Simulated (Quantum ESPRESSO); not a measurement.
Input and output of a self-consistent single point for SrNi₂As₂ (I4mm, 5 atoms in the cell) (Quantum ESPRESSO).

Level of theory: LDA (PZ), PSlibrary PAW (LDA) pseudopotentials (plane waves; Quantum ESPRESSO).

```xyz
5
Lattice="2.0468 -2.0468 5.5231 2.0468 2.0468 5.5231 -2.0468 -2.0468 5.5231" Properties=species:S:1:pos:R:3 pbc="T T T"
Sr     0.0000     0.0000     0.0500
Ni    -2.0468     0.0000     2.7615
Ni     0.0000     2.0468     2.7615
As     0.0000     0.0000     7.1278
As     0.0000     0.0000     3.9184
```

Reference input (self-consistent single point, DFT, LDA (PZ), plane waves, PSlibrary PAW (LDA) pseudopotentials): ecutwfc = 50 Ry; ecutrho = 350 Ry; occupations = smearing; smearing = fermi-dirac; degauss = 0.0073499 Ry; K_POINTS = automatic 5 5 5 0 0 0; conv_thr = 1e-10 Ry; mixing_beta = 0.4. This run's input differs from it in these lines:

```diff
@@ -35,3 +35,3 @@
 K_POINTS {automatic}
-5 5 5  0 0 0
+10 10 10  1 1 1
```

Output, abridged:

```
     Self-consistent Calculation

     iteration #  1     ecut=    50.00 Ry     beta= 0.40

     total energy              =    -953.52515338 Ry
     estimated scf accuracy    <       1.43730343 Ry

     iteration #  2     ecut=    50.00 Ry     beta= 0.40

     total energy              =    -952.61431353 Ry
     estimated scf accuracy    <      18.78766687 Ry

     iteration #  3     ecut=    50.00 Ry     beta= 0.40

     total energy              =    -954.25499115 Ry
     estimated scf accuracy    <       0.04560502 Ry

   [... 10 blocks of this kind left out ...]

     iteration # 14     ecut=    50.00 Ry     beta= 0.40

     total energy              =    -954.27222163 Ry
     estimated scf accuracy    <          8.9E-10 Ry

     iteration # 15     ecut=    50.00 Ry     beta= 0.40
     End of self-consistent calculation

     the Fermi energy is     9.7232 ev

!    total energy              =    -954.27222163 Ry
     estimated scf accuracy    <          2.0E-11 Ry
     smearing contrib. (-TS)   =      -0.00818863 Ry
     internal energy E=F+TS    =    -954.26403299 Ry

     convergence has been achieved in  15 iterations

     Forces acting on atoms (cartesian axes, Ry/au):

     atom    1 type  1   force =     0.00000000   -0.00000000   -0.00547222
     atom    2 type  2   force =     0.00000000    0.00000000    0.00186439
     atom    3 type  2   force =     0.00000000    0.00000000    0.00186439
     atom    4 type  3   force =     0.00000000    0.00000000    0.00582221
     atom    5 type  3   force =     0.00000000   -0.00000000   -0.00407876

     Total force =     0.009350     Total SCF correction =     0.000003

          total   stress  (Ry/bohr**3)                   (kbar)     P=      -62.42
  -0.00042314   0.00000000   0.00000000          -62.25        0.00        0.00
   0.00000000  -0.00042314   0.00000000            0.00      -62.25        0.00
   0.00000000  -0.00000000  -0.00042677            0.00       -0.00      -62.78

   JOB DONE.
```

The run converged in 15 iterations. Against the reference run the free energy falls by 6.0 meV/atom, the pressure goes from -6.12 to -6.24 GPa and the largest force goes from 0.183 to 0.150 eV/Å.

The starting cell comes from a database of computed structures (which also holds hypothetical and non-ambient phases and stackings), without a prior relaxation at this level. Its lattice was rescaled by up to half a per cent. One atom was moved a little off its site on purpose. Spin polarisation is off, so a magnetic state, if there is one, cannot be reached.

Cost on one core of a shared machine: roughly 8 min.
